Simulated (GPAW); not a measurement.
How far to go with the k-point mesh at a smearing width of 0.05 eV: Na (Im-3m, 1 atom in the cell)

```
Na
1.0
   -2.14065     2.14065     2.14065
    2.14065    -2.14065     2.14065
    2.14065     2.14065    -2.14065
Na
1
Direct
  0.00000   0.00000   0.00000
```

Method of the run: PBE, GPAW PAW datasets PBE (gpaw-data 1.0.1) (plane waves; GPAW).

Base settings: mode = pw; ecut = 850 eV; xc = PBE; kpts = 6 6 6; mesh shift (steps) = 0 0 0; occupations.name = fermi-dirac; occupations.width = 0.1 eV; nbands = -9; symmetry.symmorphic = false; symmetry.tolerance = 0.0005.

In this ladder: occupations.width = 0.05 eV.

The second cell is the first with its lattice scaled by 0.98.

Only quantities that move along the ladder and can be compared are tabulated.

The count of work is k-points × plane waves × bands × iterations; it is no time. Core times come from one kind of shared machine, to one figure; runs under 30 s give none.

The starting cell has typed, rounded lattice constants, without a prior relaxation at this level. Its lattice was rescaled by up to half a per cent.

| kpts | free energy less the last step's (meV/atom) | energy of the compressed cell less the first (meV/atom) | pressure (GPa) | count of work / last | core time / last (rough) |
|---|---|---|---|---|---|
| 4 4 4 | 97.59 | 1.53 | -0.11 | 0.016 | – |
| 5 5 5 | 1.36 | -2.50 | -0.38 | 0.019 | – |
| 6 6 6 | 28.14 | -1.44 | -0.31 | 0.031 | – |
| 7 7 7 | -1.90 | -2.87 | -0.40 | 0.039 | – |
| 8 8 8 | 8.34 | -2.47 | -0.37 | 0.057 | – |
| 12 12 12 | 1.66 | -2.72 | -0.39 | 0.14 | – |
| 14 14 14 | -0.04 | -2.82 | -0.40 | 0.20 | – |
| 17 17 17 | 0.33 | -2.82 | -0.40 | 0.32 | 0.3 |
| 21 21 21 | 0.26 | -2.82 | -0.40 | 0.56 | 0.3 |
| 26 26 26 | 0.00 | -2.84 | -0.40 | 1.0 | 1 |

Coarsest kpts that holds the energy of the compressed cell less the first within 0.5 meV/atom of the last step, with all finer ones: 7 7 7, at 0.039 of the last step's count of work; the step before is off by 1.4 meV/atom.

Coarsest kpts that holds the free energy within 5 meV/atom of the last step, with all finer ones: 12 12 12, at 0.14 of the last step's count of work; the step before is off by 8.3 meV/atom.

Coarsest kpts that holds the pressure within 0.05 GPa of the last step, with all finer ones: 7 7 7, at 0.039 of the last step's count of work; the step before is off by 0.09 GPa.

The energy difference between the two cells stays within 1 meV/atom of the last step's from 7 7 7 on, the total only from 14 14 14 on: much of the error is common to both cells and cancels.
